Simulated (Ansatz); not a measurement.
**What H interstitial (started 2.45 Å from the nearest host atom), symmetric start does to BeTe**

Start from an 8-atom supercell of BeTe in the zinc blende structure (space group F-43m, No. 216; a = 5.6569 Å) at its relaxed geometry.

Now apply this change: one H atom is added in an open site, starting 2.45 Å from the nearest host atom, atoms relaxed at fixed cell.

The values are results of Kohn–Sham DFT with the r2SCAN functional, run in Ansatz (a program for electronic structure) with PAW and 500 eV plane waves, spin-orbit coupling left out, not measurements. Settings: 4×4×4 k-points, 0.01 eV Fermi–Dirac smearing.

| quantity | base | changed | shift |
|---|---|---|---|
| pressure | 0.0 GPa | 1.1 GPa | +1.1 GPa |
| largest displacement of a host atom from its site in the perfect cell | – | 0.01 Å | – |

Final structure:

```
CELL_PARAMETERS angstrom
     -5.65693     0.00000     0.00000
      0.00000     0.00000     5.65693
      0.00000     5.65693     0.00000
ATOMIC_POSITIONS crystal
  Te 0.25091 0.74909 0.75091
  Te 0.74909 0.74909 0.24909
  Te 0.74909 0.25091 0.75091
  Te 0.25091 0.25091 0.24909
  Be 0.00000 0.00000 0.00000
  Be 0.50000 0.00000 0.50000
  Be 0.50000 0.50000 0.00000
  Be 0.00000 0.50000 0.50000
  H  0.00000 0.00000 0.50000
```

Other magnetic orders, which the real material may have, were not ruled out. In so small a cell the defect repeats every few ångströms: this is an ordered compound, not a dilute defect. The defect started on the symmetric site and kept its symmetry, so it may sit on a saddle. The defect cell is spin-polarised and ends with 1.0 μB.
